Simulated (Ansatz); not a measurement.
**WSi₂ (space group I4/mmm, No. 139)**

```cif
data_Si2W
_chemical_formula_sum 'Si2 W1'
_space_group_name_H-M_alt 'P 1'
_space_group_IT_number 1
_cell_length_a 4.49130
_cell_length_b 4.49130
_cell_length_c 4.49130
_cell_angle_alpha 138.459
_cell_angle_beta 138.459
_cell_angle_gamma 60.201
loop_
_space_group_symop_operation_xyz
  'x, y, z'
loop_
_atom_site_label
_atom_site_type_symbol
_atom_site_fract_x
_atom_site_fract_y
_atom_site_fract_z
_atom_site_occupancy
Si1 Si 0.66529 0.66529 0.00000 1
Si2 Si 0.33471 0.33471 0.00000 1
W1 W 0.00000 0.00000 0.00000 1
```

Method: LDA, PAW, 420 eV (Ansatz, a first-principles code; spin-orbit coupling left out). Γ-centred 20×20×20 mesh, Fermi–Dirac width 0.05 eV.

```json
{
 "volume_per_atom": "13.14 Å³",
 "density": "10.11 g/cm³",
 "band_gap": "zero",
 "total_energy": "-3782.821 eV/atom (σ→0; compares only within this code and set-up)"
}
```

No phonon test of stability was made. The final runs are not spin-polarised.
